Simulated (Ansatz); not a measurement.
## A computed series for RbScS2O8: pressure series

The parent structure is RbScS2O8 (space group P-3m1, No. 164; a = 5.2613 Å, c = 7.9807 Å; a cell from a computed database, its experimental status unchecked).

Cell and atoms are relaxed at each pressure.

Calculations: Ansatz (a quantum-chemistry and plane-wave program) r2SCAN, without spin-orbit coupling.

Base values:

| Property | Result |
|---|---|
| Band gap | 4.75 eV |

The aim is a band gap between 3.62 eV and 3.92 eV. Which of these changes reaches it?
A. pressure −1 GPa
B. pressure 75 GPa
C. pressure 100 GPa

C, pressure 100 GPa. It gives 3.78 eV; pressure 75 GPa gives 4.94 eV; pressure −1 GPa gives 4.74 eV. Changes not listed may reach it too

From pressure 75 GPa on, the axis ratios lie over 15 % from the base's, so the cell there is far from its starting form. Load acts through the strain it causes; cell and atoms are relaxed under it. Whether these cells are dynamically stable was not tested. Competing high-pressure phases were not computed. The base started in P321 and relaxed to P-3m1 at this level. All final runs are without spin polarisation.
